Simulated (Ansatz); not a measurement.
# Ga3AlN4 (model structure, P3m1, No. 156, 8 atoms in the cell)

These are r²SCAN (Ansatz, a first-principles code, plane waves, PAW) values and carry that method's errors.

Settings: plane-wave cutoff 560 eV, 12×12×4 k mesh (along the axes of the cell as run), Fermi–Dirac smearing 0.01 eV, scalar-relativistic PAW data made under PBE.

Cell (relaxed at this level):

AlGa3N4 is modelled in the trigonal space group P3m1 (No. 156), Pearson symbol hP8. Conventional cell: a = 3.163 Å, b = 3.163 Å, c = 10.278 Å, α = 90.00°, β = 90.00°, γ = 120.00°. Ga1 on 1c sees 4 N at 1.940–1.954 Å (tetrahedral). N1 on 1c is coordinated by 4 Ga at 1.936–1.954 Å (tetrahedral). Ga2 on 1a has 4 N at 1.936–1.955 Å (tetrahedral). N2 on 1a is surrounded by 4 Ga at 1.937–1.955 Å (tetrahedral). Ga3 on 1c has 4 N at 1.937–1.961 Å (tetrahedral). N3 on 1c has 3 Al at 1.914 Å and 1 Ga at 1.961 Å (tetrahedral). Al on 1a is coordinated by 4 N at 1.892–1.914 Å (tetrahedral). N4 on 1a is coordinated by 1 Al at 1.892 Å and 3 Ga at 1.940 Å (tetrahedral). (Neighbours: up to the widest gap in distance over summed covalent radii, below 1.35, at either atom; cation-cation and far metal-metal contacts left out.)

For Ga3AlN4 (model structure, P3m1, No. 156, 8 atoms in the cell), the band gap is 2.80 eV (direct).

Note: the relaxation could raise the start's symmetry but not lower it, so the cell can be a saddle point.

Spin–orbit coupling is not included.

Computed values are for the static lattice.

A model structure was made by putting elements into a prototype or built by hand; it is no filed structure, need not be a known phase, and can be a saddle point held by its symmetry.
